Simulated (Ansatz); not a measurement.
Base system: Cr in the simple cubic structure (space group Pm-3m, No. 221; a = 2.340 Å; not spin-polarised; a hypothetical phase, not in the database extracts checked; relaxed with 0.1 eV smearing). Axes: x, y, z lie along the cube axes.

Structures relaxed with Ansatz (a program for electronic structure), PBE, PAW, cutoff 420 eV, no spin-orbit coupling.

Base:

Simulated powder pattern, Cu Kα, λ = 1.54184 Å (kinematic, ideal powder, no thermal factors, no anomalous dispersion; the 10 strongest lines at most, above 2 %, up to 2θ = 90°):

```json
[
 {"2θ (°)": "38.46", "I/Imax (%)": "100", "hkl": "(100)"},
 {"2θ (°)": "55.53", "I/Imax (%)": "61", "hkl": "(110)"},
 {"2θ (°)": "69.58", "I/Imax (%)": "19", "hkl": "(111)"},
 {"2θ (°)": "82.42", "I/Imax (%)": "8.4", "hkl": "(200)"}
]
```

Now apply this change: biaxial strain −4.52 %, plane normal [001], relaxed out of plane (Cartesian); in-plane vectors clamped, the third vector and the atoms free.

After the change:

Simulated powder pattern, Cu Kα, λ = 1.54184 Å (kinematic, ideal powder, no thermal factors, no anomalous dispersion; the 10 strongest lines at most, above 2 %, up to 2θ = 90°):

| 2θ (°) | I/Imax (%) | hkl |
|---|---|---|
| 37.61 | 62 | (001) |
| 40.36 | 100 | (100) |
| 56.35 | 67 | (101) |
| 58.40 | 30 | (110) |
| 71.57 | 30 | (111) |
| 80.27 | 5.2 | (002) |
| 87.26 | 8.4 | (200) |

The indices refer to the base's conventional cell; one index is shown for lines that coincide. The space group is now P4/mmm (No. 123).

Whether these cells are dynamically stable was not tested. The final runs are not spin-polarised.
